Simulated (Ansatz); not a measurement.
Abridged Ansatz (a first-principles code) output:

```
Relaxation: its limit of steps is 50 (relax.max_steps)
Pseudopotential: Si, paw, valence charge 4
Pseudopotential: Hf, paw, valence charge 26
Crystal: 6 atoms, lattice volume = 96.934 Å³
Basis set: ecut = 420 eV, 1907 PW (Γ), exchange–correlation on 50×100×50 points (8 copies of the dense FFT grid, shifted against one another)
Bands: 41, of which v1, the nominal top of the filled ones, is band 34 counted from 1 (33 counted from 0)
Symmetry: 8 space group operations
k-points: 343 of 2197
Functional: x = pbe(κ = 0.804, μ = 0.2195149727645171), c = pbe(β = 0.06672455060314922)
SCF iter   1: F=—  HF=-33989.331552 eV  |F-HF|=—  |Δ(HF+E_count)|=         —  Δρ=2.89e-3  dr2=2.57e-2  ethr=1.77e-3  ⟨swp⟩=6.7  Hψ=55743  notcnv=0  defer=6
SCF iter   2: F=—  HF=-33989.331075 eV  |F-HF|=—  |Δ(HF+E_count)|=   4.78e-4  Δρ=1.72e-3  dr2=1.09e-2  ethr=3.78e-5  ⟨swp⟩=1.9  Hψ=17675  notcnv=0  defer=26
SCF 1 converged in 7 iterations: F = -33989.330151 eV  dr2 = 7.32e-8
relax step   1: F+E_penalty+E_count = -33989.33015064 eV  Δ(F+E_penalty+E_count) = +0.000e0 eV  max|allowed force component| = 8.341e-2 eV/Å  Δτ_max = 0.0000 Å  P = +1.789 GPa  Ω = 96.934 Å³  fix = [a, b, gamma]  reactions: a +2.497, b +2.612 GPa; gamma +0.029 GPa/rad  (7 SCF iters, dr2 threshold 1.00e-7 eV, accepted)
[... steps on the carried basis left out ...]
relax step   5: F+E_penalty+E_count = -33989.33101687 eV  Δ(F+E_penalty+E_count) = -1.144e-5 eV  max|allowed force component| = 8.018e-4 eV/Å  Δτ_max = 0.0009 Å  P = +1.546 GPa  Ω = 97.047 Å³  energy of the carried Pulay correction = -2.505e-5 eV  fix = [a, b, gamma]  reactions: a +2.381, b +2.264 GPa; gamma -0.030 GPa/rad  (9 SCF iters, accepted)
Crystal: 6 atoms, lattice volume = 97.047 Å³
SCF iter   1: F=—  HF=-33989.331063 eV  |F-HF|=—  |Δ(HF+E_count)|=         —  Δρ=1.88e-6  dr2=1.21e-9  ethr=1.53e-7  ⟨swp⟩=3.0  Hψ=89016  notcnv=0
SCF iter   2: F=—  HF=-33989.331042 eV  |F-HF|=—  |Δ(HF+E_count)|=   2.03e-5  Δρ=9.38e-7  dr2=2.52e-10  ethr=1.77e-12  ⟨swp⟩=3.4  Hψ=38192  notcnv=0
SCF 6 converged in 5 iterations: F = -33989.331042 eV  dr2 = 2.17e-12
SCF converged after 5 iterations
Free energy (F): -33989.331042 eV
Internal energy: -33989.319803 eV  (E = F + TS)
E sigma→0 (E₀):  -33989.325423 eV
Entropy (-TS):   -0.011239 eV (-1.873 meV/atom)
Fermi energy:    15.709469 eV
--- Forces (eV/Å), atoms counted from 1 ---
  atom   1  Si    -0.00000000     0.00080314     0.00000000
  atom   2  Si     0.00000000    -0.00080314    -0.00000000
  atom   3  Si    -0.00000000    -0.00002733     0.00000000
  atom   4  Si     0.00000000     0.00002733    -0.00000000
  atom   5  Hf     0.00000000     0.00042358    -0.00000000
  atom   6  Hf    -0.00000000    -0.00042358     0.00000000
--- Stress (GPa, compression-positive) ---
        2.523706      -0.000000      -0.000000
       -0.000000       2.122394      -0.000000
       -0.000000      -0.000000      -0.006643
  P = ⅓ Tr σ = 1.5465 GPa (15.465 kbar)
--- Relaxed structure (5 steps of the walk, 3 accepted, 1 SCFs on fresh bases) ---
  cell:  # Å, volume = 97.0466 Å³
    - [3.6477867082, -9.179285990268722e-97, -2.362617573553977e-19]
    - [1.8238933541, 7.2296698753, -1.1813087867769818e-19]
    - [-2.380619924161088e-19, 3.4672973128091628e-34, 3.679870158601345]
  atoms:
    - { symbol: Si, position: [0.9455448094267715, 0.10891038114645696, 0.75] }
    - { symbol: Si, position: [0.05445519057322856, 0.8910896188535429, 0.25] }
    - { symbol: Si, position: [0.25017587822772436, 0.4996482435445513, 0.75] }
    - { symbol: Si, position: [0.7498241217722758, 0.5003517564554485, 0.25] }
    - { symbol: Hf, position: [0.6051497938030355, 0.7897004123939292, 0.75] }
    - { symbol: Hf, position: [0.39485020619696476, 0.2102995876060705, 0.25] }
```

Question: What was computed, and what are the main results?

Answer: HfSi2, 6 atoms in the cell, with PBE/PAW in Ansatz, no spin-orbit coupling. The last SCF converged to F = -33989.331042 eV, or -5664.8885 eV per atom, at a pressure of 1.55 GPa. The total energy compares only with runs of the same code, potentials and settings.

Without a gap, meshes like the base's 13×13×13 leave anisotropic stresses uncertain by several tenths of a GPa, and small strain energies with them. The cells carry an imposed strain or load. Whether these cells are dynamically stable was not tested. All final runs are without spin polarisation. The cell was made from HfSi₂ (space group Cmcm, No. 63) by this change: biaxial strain −0.95 %, plane normal [001], relaxed out of plane.

Keys are those of Ansatz 0.2.
